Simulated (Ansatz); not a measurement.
O on the 1x1 (111) surface of fcc Al, one in a 3x3 cell, energies for each (63.7 Å²). Energies are against ½ O2(g), without zero-point or thermal terms; each row is named by its start.

All values below come from PBE (plane waves to 420 eV, PAW; Ansatz, an electronic-structure program).

Slab: 37 atoms, 7.0 Å thick at the start under the adsorbate (thin: gaps and levels are the slab's own); k 4x4x1, smearing 0.1 eV, dipole-corrected; 18 atoms held, the rest relaxed; each run with such symmetry as its start has; spin-polarised, no spin-orbit, no U, no dispersion correction.

A negative adsorption energy means that the adsorbate is more stable on the surface than in its reference. Heights count from the host atoms within 0.3 Å of the top one.

```csv
starting site,E_ads (eV),height (Å),nearest host atom (Å),bonded to,Δ work function (eV),lateral drift (Å),moment (μB)
top Al,-1.49,1.64,Al 1.68,Al,0.98,0.0,0.0
hollow Al-Al-Al over Al at depth 2.3 Å,-3.89,0.77,Al 1.87,3 Al,-0.02,0.0,0.0
hollow Al-Al-Al over Al at depth 4.6 Å,-4.30,0.80,Al 1.86,3 Al,-0.04,0.0,0.0
```
